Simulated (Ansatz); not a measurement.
Effect of I → Au on CuI

Take CuI in the zinc blende structure (space group F-43m, No. 216; a = 5.939 Å) as the base.

Perturbation: full substitution I → Au; the structure is relaxed again.

Computed with PBEsol (Ansatz, a first-principles code, PAW, without spin-orbit coupling). Settings: 14×14×14 k-points, 0.05 eV Fermi–Dirac smearing, for the changed cell.

```
quantity                                  base          changed      shift
-----------------------------  ---------------  ---------------  ---------
volume per atom                       26.19 Å³         22.01 Å³   -4.18 Å³
lattice parameter a                    5.939 Å          5.605 Å  -0.3346 Å
space group                    F-43m (No. 216)  F-43m (No. 216)          –
shortest interatomic distance          2.572 Å          2.427 Å   -0.145 Å
band gap                               1.17 eV             zero          –
```

Final structure:

```yaml
crystal:
  lattice:
    - [0.00000, 2.80236, 2.80236]
    - [2.80236, 0.00000, 2.80236]
    - [2.80236, 2.80236, 0.00000]
  atoms:
    - { symbol: Au, position: [0.75000, 0.75000, 0.75000] }
    - { symbol: Cu, position: [0.00000, 0.00000, 0.00000] }
```

Spin-orbit coupling, missing from the scalar runs, can matter with Au and I. Whether these cells are dynamically stable was not tested. As relaxed here, CuAu is a hypothetical phase, not in the database extracts checked. All final runs are without spin polarisation.
